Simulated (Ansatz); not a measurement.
The starting structures come from a database of crystals and need not be the phases stable at ambient conditions.

 Where the default PAW files enter, the runs use the earlier of Ansatz's two default sets.

The decay constant κ of evanescent states in the gap governs leakage through a thin film.

Data:

```
S2Si
1.0
    5.82725     0.00000    -0.02360
    0.00000     7.70580     0.00000
    1.52328     0.00000     5.97359
Si S
4 8
Cartesian
  2.39603   2.81043   0.73631
  4.95449   4.89537   5.21369
  2.04087   6.66333   5.22549
  5.30966   1.04247   0.72451
  3.20466   4.69845   1.36261
  4.14586   3.00735   4.58738
  1.23224   0.84555   4.59918
  6.11829   6.86025   1.35081
  3.31966   1.05303   1.52215
  4.03087   6.65277   4.42784
  6.94450   4.90593   4.41604
  0.40603   2.79987   1.53395
```

Space group of this cell: P2_1/c. The cell was relaxed by PBE-D3(BJ).

Transport runs along the normal of the first two printed cell vectors.

No gap correction and no spin-orbit coupling; mid-gap values are interpolated between computed energies.

Problem. Estimate the band gap and the smallest decay constant κ at mid-gap that r2SCAN (Ansatz, a program for electronic structure) returns for this system.

Solution. Gap 3.31 eV on a 6×4×6 mesh; κ = 0.312 1/Å, at the zone centre.
